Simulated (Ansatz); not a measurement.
Cl on the 1x1 (111) surface of fcc Al, one in a 2x2 cell, energies for each (28.3 Å²). Energies are against ½ Cl2(g), without zero-point or thermal terms; each row is named by its start.

Calculation: PBE (plane waves to 420 eV, PAW; Ansatz, an electronic-structure program).

Set-up: 17 atoms, 7.0 Å thick at the start under the adsorbate (thin: gaps and levels are the slab's own); mesh 6x6x1; 0.1 eV smearing; dipole correction on; 8 atoms held, the rest relaxed; each run with such symmetry as its start has; no spin, no spin-orbit, no U, no dispersion correction.

A negative adsorption energy means that the adsorbate is more stable on the surface than in its reference. Heights count from the host atoms within 0.3 Å of the top one.

| starting site | E_ads (eV) | height (Å) | nearest host atom (Å) | bonded to | Δ work function (eV) | lateral drift (Å) |
|---|---|---|---|---|---|---|
| top Al | … | 2.18 | Al 2.18 | Al | 1.52 | 0.0 |
| hollow Al-Al-Al over Al at depth 2.3 Å | … | … | Al 2.66 | 3 Al | 0.75 | 0.0 |
| hollow Al-Al-Al over Al at depth 4.6 Å | -1.84 | 2.04 | Al 2.63 | 3 Al | 0.52 | 0.0 |
| bridge Al-Al (span 2.9 Å) | -1.92 | 2.14 | Al 2.48 | 2 Al | … | 0.1 |

Problem. Fill in the missing entries.

Solution. 
- top Al, E_ads (eV): -2.04
- hollow Al-Al-Al over Al at depth 2.3 Å, E_ads (eV): -1.81
- hollow Al-Al-Al over Al at depth 2.3 Å, height (Å): 2.12
- bridge Al-Al (span 2.9 Å), Δ work function (eV): 0.68
